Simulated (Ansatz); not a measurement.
**ZnS, response to strain**

Take ZnS in the wurtzite structure (space group P6_3mc, No. 186) as the base.

```
CELL_PARAMETERS angstrom
      3.80610     0.00000     0.00000
     -1.90305     3.29618     0.00000
      0.00000     0.00000     6.24474
ATOMIC_POSITIONS crystal
  Zn 0.66667 0.33333 0.99975
  Zn 0.33333 0.66667 0.49975
  S  0.66667 0.33333 0.62545
  S  0.33333 0.66667 0.12545
```

Cartesian axes are those of the cell as printed.

Strains are applied to the cell and any free atomic positions relax; under biaxial strain the out-of-plane vector relaxes too.

Computed with Ansatz (a first-principles code) r2SCAN, no SOC.

Candidates:
(a) biaxial strain +0.45 %, plane normal [001], relaxed out of plane
(b) isotropic strain −1.69 %
(c) biaxial strain +3.15 %, plane normal [001], relaxed out of plane

Before the change:

| Property | Result |
|---|---|
| Width of the top valence band | 2.19 eV |

Order them by width of the top valence band, highest first.

(b) isotropic strain −1.69 % (2.36 eV), (a) biaxial strain +0.45 %, plane normal [001], relaxed out of plane (2.15 eV), (c) biaxial strain +3.15 %, plane normal [001], relaxed out of plane (2.04 eV)

The levels and masses belong to the bands next to the band gap. Stability against distortions was not tested.
